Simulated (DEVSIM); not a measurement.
Device: Schottky contact on n-type β-Ga2O3, at 300 K.

Layer 1 from the left is β-Ga2O3, thickness (μm) 17.0, Nd (cm⁻³) 2.3e17, τn (s) 7.7e-8, τp (s) 7.7e-8. Layer 2 from the left is β-Ga2O3, thickness (μm) 2.50, Nd (cm⁻³) 1.6e18, τn (s) 7.7e-8, τp (s) 7.7e-8.

Left contact: Schottky, work function 5.65 eV, emission velocity 5.1e6 cm/s. Right contact: ohmic. Voltage is applied to the left contact. Recombination: SRH at mid-gap, Auger. Mobility is μmin + (μ − μmin)/(1 + (N/Nref)^α).

Constants are typed, rounded textbook-type inputs, not results; the design itself was drawn at random and stands for no fabricated device. Values at 300 K.

β-Ga2O3: gap (eV) 4.8, affinity (eV) 4, permittivity 10, Nc (cm⁻³) 3.7e18, Nv (cm⁻³) 5e20, μn (cm²/Vs) 160, μp (cm²/Vs) 1, μn,min 20, μp,min 0.1, Nref,n 1e18, Nref,p 1e18, αn 0.8, αp 0.8, Cn (cm⁶/s) 1e-31, Cp (cm⁶/s) 1e-31.

DEVSIM, 1D drift-diffusion, Boltzmann statistics, complete ionisation; no tunnelling, impact ionisation, image-force lowering or self-heating. Metal contacts follow the ideal Schottky-Mott rule: no Fermi-level pinning, no interface dipoles.

Dark forward current:

```csv
|V| (V),|J| (A/cm²)
0.50,1.275e-13
0.55,8.790e-13
0.60,6.061e-12
0.65,4.178e-11
0.70,2.879e-10
0.75,1.983e-9
0.80,1.366e-8
0.85,9.398e-8
0.90,6.465e-7
0.95,4.444e-6
1.00,3.052e-5
1.05,0.0002094
1.10,0.001435
1.15,0.009811
1.20,0.06689
1.25,0.4523
1.30,2.952
1.35,16.36
1.40,59.13
1.45,134.3
1.50,229.3
1.55,335.3
1.60,447.6
1.65,564.1
1.70,683.4
1.75,804.6
```

Question: Work out the local ideality factor n = ΔV / (kT/q · ln(J2/J1)) between the rows 0.50 and 0.55 V, 0.55 and 0.60 V, 1.70 and 1.75 V.

Answer: kT/q = 25.85 mV. From 0.50 to 0.55 V: ln(8.790e-13/1.275e-13) = 1.931, n = 1.00, near the 1 of diffusion or emission over a barrier. From 0.55 to 0.60 V: ln(6.061e-12/8.790e-13) = 1.931, n = 1.00, near the 1 of diffusion or emission over a barrier. From 1.70 to 1.75 V: ln(804.6/683.4) = 0.163, n = 11.85; the layers' resistance at their doping, Σ W/(qμN) = 0.00038 Ω cm², would take 46 mV of this step of 50 mV.

Question: Estimate the current at 0.90 V for emission alone, J0 = q v N_band exp(−φB/kT), and read the barrier back from the simulated current.

Answer: φB = 1.650 eV, N_band = 3.70e18 cm⁻³, J0 = 5.75e-22 A/cm²; J = J0 (exp(qV/kT) − 1) = 7.59e-7 A/cm². The simulation gives 6.46e-7 A/cm²; the estimate lies 17 % above. Read backwards, the simulated current gives an apparent barrier of 1.654 eV. The estimate leaves out transport through the depletion region and minority injection.
